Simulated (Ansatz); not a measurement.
# BeSe, response to strain

Base system: BeSe in the zinc blende structure (space group F-43m, No. 216; a = 5.1288 Å). Axes: x, y, z lie along the cube axes.

Strains are applied to the cell and any free atomic positions relax; under biaxial strain the out-of-plane vector relaxes too; under stress the whole cell relaxes.

Computed with Ansatz (an electronic-structure program) PBEsol, spin-orbit coupling left out, earlier PAW set.

Notes on the quantities. energy relative to the base: free energy F.

```csv
change,volume per atom,energy relative to the base,band gap,gap character,smallest direct gap
base,16.86 Å³,0 meV/atom,2.47 eV,"indirect, Γ → X",4.29 eV
"biaxial strain −3.08 %, plane normal [001], relaxed out of plane",16.23 Å³,+15 meV/atom,2.14 eV,"indirect, Γ → X",4.44 eV
"biaxial strain +2.65 %, plane normal [001], relaxed out of plane",17.37 Å³,+9.8 meV/atom,2.17 eV,"indirect, Γ → M",3.90 eV
"biaxial strain +2.77 %, plane normal [111], relaxed out of plane",17.61 Å³,+14 meV/atom,2.37 eV,"indirect, Γ → F",3.71 eV
"biaxial strain +4.20 %, plane normal [111], relaxed out of plane",18.01 Å³,+32 meV/atom,2.33 eV,"indirect, Γ → F",3.43 eV
isotropic strain −1.99 %,15.88 Å³,+16 meV/atom,2.33 eV,"indirect, Γ → X",4.74 eV
isotropic strain −0.91 %,16.41 Å³,+3.2 meV/atom,2.40 eV,"indirect, Γ → X",4.49 eV
isotropic strain +0.61 %,17.17 Å³,+1.4 meV/atom,2.51 eV,"indirect, Γ → X",4.15 eV
"uniaxial stress, 5 GPa tension along x",17.23 Å³,+12 meV/atom,2.27 eV,"indirect, Γ → X",3.99 eV
tensor shear ε_xy = −3.99 %,16.84 Å³,+23 meV/atom,1.92 eV,"indirect, Γ → X",3.52 eV
```

Beyond what the load breaks, stability against distortions was not tested. k-point labels follow each cell's own Brillouin zone.
